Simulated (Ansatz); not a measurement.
We consider Ge2Sb2Te5 (model structure, P3m1, No. 156, 9 atoms in the cell), described by PBEsol+SOC in Ansatz (plane waves, PAW).

Settings: plane-wave cutoff 520 eV, 6×6×2 k mesh (along the axes of the cell as run), Fermi–Dirac smearing 0.01 eV, PAW data made under PBE.

Cell (relaxed with PBE-D3(BJ)):

```xyz
9
Lattice="4.2457 0.0000 0.0000 -2.1228 3.6768 0.0000 0.0000 0.0000 17.3171" Properties=species:S:1:pos:R:3 pbc="T T T"
Te     0.0000     0.0000    17.2609
Sb     0.0000     2.4512     1.6950
Te     2.1228     1.2256     3.6105
Sb     0.0000     0.0000     5.6483
Te     0.0000     2.4512     7.3513
Te     2.1228     1.2256     9.9492
Ge     0.0000     0.0000    11.3806
Te     0.0000     2.4512    13.6089
Ge     2.1228     1.2256    15.0621
```

Problem. Estimate the band gap and Γ–Γ gap that the calculation returns.

Solution. 
- band gap = 0.09 eV (on the SCF k mesh)
- Γ–Γ gap = 0.40 eV

Note: the relaxation could raise the start's symmetry but not lower it, so the cell can be a saddle point; cell and atoms aren't relaxed at this level (largest force component 0.24 eV/Å, pressure -1.0 GPa).

A model structure was made by putting elements into a prototype or built by hand; it is no filed structure, need not be a known phase, and can be a saddle point held by its symmetry.

Ansatz is an electronic-structure program.
